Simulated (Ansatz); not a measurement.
## ZrCdO₃ (model structure, started from the tetragonal perovskite type, P4mm, No. 99, 5 atoms in the cell)

Calculation: r²SCAN+SOC in Ansatz (PAW).

Settings: plane-wave cutoff 560 eV, 14×14×14 k mesh, Fermi–Dirac smearing 0.05 eV, PAW data made under PBE.

Cell (relaxed with PBEsol):

Space group P4mm (No. 99); a = b = 4.0829 Å, c = 4.2481 Å, α = β = γ = 90.00°

| atom | site | symmetry | x | y | z |
|---|---|---|---|---|---|
| Zr | 1b | 4mm | 0.5000 | 0.5000 | 0.4354 |
| Cd | 1a | 4mm | 0.0000 | 0.0000 | 0.0805 |
| O | 1b | 4mm | 0.5000 | 0.5000 | 0.8953 |
| O | 2c | 2mm. | 0.0000 | 0.5000 | 0.3474 |

```
Property                        Value
--------  ---------------------------
band gap  0.98 eV (on the SCF k mesh)
```

Note: the relaxation could raise the start's symmetry but not lower it, so the cell can be a saddle point; cell and atoms aren't relaxed at this level (largest force component 0.14 eV/Å, pressure 1.6 GPa).

Computed values are for the static lattice.

The result took very roughly 17 core-minutes.

A model structure was made by putting elements into a prototype or built by hand; it is no filed structure, need not be a known phase, and can be a saddle point held by its symmetry.

Ansatz is an electronic-structure program.
